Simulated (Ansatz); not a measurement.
Take MgS in the rock salt structure (space group Fm-3m, No. 225; a = 5.182 Å) as the base. Axes: x, y, z lie along the cube axes.

Method: PBEsol, PAW, 420 eV (Ansatz, an electronic-structure program; scalar-relativistic without spin-orbit coupling).

Before the change:

* **Valence-band top at Γ**: 0.00, 0.00, 0.00 eV
* **Smallest direct gap**: 3.69 eV

Now apply this change: a pure shear with ε_xy = ε_yx = 0.0086; the atoms relax in the strained cell.

Task: How does this affect the valence-band top at Γ, smallest direct gap and stress?

Result: The valence-band top at Γ (three highest levels, from the VBM) goes from 0.00, 0.00, 0.00 eV to 0.00, -0.08, -0.16 eV; the smallest direct gap decreases by 0.09 eV to 3.60 eV; the stress (xx, yy, zz, yz, xz, xy; compression positive) amounts to (0.01, 0.01, -0.01, 0.00, 0.00, -0.93) GPa.

No phonon test of stability was made.
